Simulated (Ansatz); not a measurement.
Structures of equal composition on the (111)A surface of 3C silicon carbide (Si plane on top): 2x2 C adatom at H3; 2x2 C adatom at T1; 2x2 C adatom at T4. The slabs share one bottom face, and each structure is named by its start. These are constructed structures in small cells; real faces may alloy, dewet or reconstruct in larger ones, and not all known structures of the face are among them. Slabs of about 10 Å with all that they carry, Fermi-Dirac smearing of 0.025 eV. Bottom of the slabs: H caps. Relaxed from the named starts with such symmetry as they have, on meshes of like density; energies extrapolated to zero smearing; no spin-orbit coupling, no U. Spin-polarised runs, if any, are marked in brackets, and their order is one that fits the cell; the others ran without spin. Where a second, spin-polarised start was run, the lower counts.

Host crystal: 3C silicon carbide, with a band gap (PBE, scalar-relativistic without spin-orbit coupling).

All values below come from r2SCAN, at the PBE geometry (plane waves to 500 eV, PAW; Ansatz, an electronic-structure program).

Put the candidates in order of energy per 1x1 cell, lowest first, for r2SCAN, at the PBE geometry.

2x2 C adatom at H3 (0.000 eV), 2x2 C adatom at T4 (0.036 eV), 2x2 C adatom at T1 (1.022 eV)
